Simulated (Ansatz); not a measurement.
Take GaAs in the zinc blende structure (space group F-43m, No. 216) as the base.

```
CELL_PARAMETERS angstrom
      0.00000     2.83335     2.83335
      2.83335     0.00000     2.83335
      2.83335     2.83335     0.00000
ATOMIC_POSITIONS crystal
  Ga 0.00000 0.00000 0.00000
  As 0.25000 0.25000 0.25000
```

Cartesian axes are those of the cell as printed.

Computed with r2SCAN (Ansatz, a quantum-chemistry and plane-wave program), without spin-orbit coupling.

Base values:

| Property | Value |
|---|---|
| Electron mass | 0.051 mₑ (at Γ) |
| Volume per atom | 22.75 Å³ |

Modification: biaxial strain −0.50 %, plane normal [001], relaxed out of plane (Cartesian); in-plane vectors clamped, the third vector and the atoms free.

**Question.** Estimate the effect on the electron mass and volume per atom.

**Answer.** The electron mass changes from 0.051 mₑ (at Γ) to 0.053 mₑ (at Γ); the volume per atom decreases by 0.131 Å³ (22.75 Å³ → 22.61 Å³).

The levels and masses belong to the bands next to the band gap. Effective masses come from finite differences of ±0.01 Å⁻¹. Stability against distortions was not tested.
